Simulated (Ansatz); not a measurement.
The parent structure is Si in the diamond structure (space group Fd-3m, No. 227; a = 5.4443 Å). Axes: x, y, z lie along the cube axes.

All numbers come from r2SCAN (Ansatz, a quantum-chemistry and plane-wave program, PAW, scalar-relativistic without spin-orbit coupling).

Before the change:

Band gap: 0.78 eV
Valence-band top at Γ: 0.00, 0.00, 0.00 eV
Volume per atom: 20.17 Å³
Pressure: 0.00 GPa

It is then changed as follows: biaxial strain −1.74 %, plane normal [001], relaxed out of plane (Cartesian); in-plane vectors clamped, the third vector and the atoms free.

Question: Predict the new band gap.

Answer: The band gap drops by 0.213 eV (0.78 eV → 0.56 eV).

Question: Predict the new valence-band top at Γ.

Answer: The valence-band top at Γ (three highest levels, from the VBM) goes from 0.00, 0.00, 0.00 eV to 0.00, 0.00, -0.24 eV.

Question: How does this affect the volume per atom?

Answer: The volume per atom falls by 0.45 Å³, from 20.17 Å³ to 19.72 Å³.

Question: Predict the new pressure.

Answer: The pressure (mean of the normal stresses, compression positive) goes from zero to 2.25 GPa.

Question: How does this affect the energy relative to the base?

Answer: The energy rises by 7.2 meV/atom.

No phonon test of stability was made.
